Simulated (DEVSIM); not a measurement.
Device: Co/AlN/p-In0.53Ga0.47As capacitor, at 300 K.

| layer (left to right) | material | thickness (nm) | Na (cm⁻³) |
|---|---|---|---|
| 1 | AlN | 9.00 | - |
| 2 | In0.53Ga0.47As | 4600 | 3e15 |

Metal gate on the left, work function 5 eV. Fixed charge at the semiconductor interface -2e11 cm⁻² (in units of +e); no interface traps.

Constants are typed, rounded textbook-type inputs, not results; the design itself was drawn at random and stands for no fabricated device. Values at 300 K.

| parameter | AlN | In0.53Ga0.47As |
|---|---|---|
| gap (eV) | 6.1 | 0.74 |
| affinity (eV) | 1.9 | 4.51 |
| permittivity | 8.5 | 13.9 |
| Nc (cm⁻³) | - | 2.1e17 |
| Nv (cm⁻³) | - | 7.7e18 |

DEVSIM, 1D Poisson equation in equilibrium, Boltzmann statistics, complete ionisation; no quantum confinement or tunnelling. Metal contacts follow the ideal Schottky-Mott rule: no Fermi-level pinning, no interface dipoles.

Question: Tabulate band edges, carrier densities and field at 0.25 V on the gate.

Answer: Energies count from the Fermi level of the right contact; mesh points crowd at the junctions.

```csv
x (μm),Ec (eV),Ev (eV),n (cm⁻³),p (cm⁻³),field (V/cm)
0.000,2.850,-3.250,< 1e2,< 1e2,64000
0.001299,2.858,-3.242,< 1e2,< 1e2,64000
0.003796,2.874,-3.226,< 1e2,< 1e2,64000
0.006798,2.893,-3.207,< 1e2,< 1e2,64000
0.008880,2.907,-3.193,< 1e2,< 1e2,64000
0.01020,0.299,-0.441,2.0e12,3.0e11,13000
0.01336,0.303,-0.437,1.7e12,3.5e11,13000
0.02415,0.316,-0.424,1.0e12,5.9e11,12000
0.04463,0.341,-0.399,3.9e11,1.5e12,12000
0.09366,0.393,-0.347,5.3e10,1.1e13,9600
0.2014,0.474,-0.266,2.3e9,2.6e14,5500
0.5802,0.536,-0.204,2.1e8,2.9e15,110
1.299,0.537,-0.203,2.0e8,3.0e15,≈ 0
2.795,0.537,-0.203,2.0e8,3.0e15,≈ 0
3.996,0.537,-0.203,2.0e8,3.0e15,≈ 0
4.338,0.537,-0.203,2.0e8,3.0e15,≈ 0
4.494,0.537,-0.203,2.0e8,3.0e15,≈ 0
4.558,0.537,-0.203,2.0e8,3.0e15,≈ 0
4.593,0.537,-0.203,2.0e8,3.0e15,≈ 0
4.602,0.537,-0.203,2.0e8,3.0e15,≈ 0
4.607,0.537,-0.203,2.0e8,3.0e15,≈ 0
4.609,0.537,-0.203,2.0e8,3.0e15,≈ 0
```
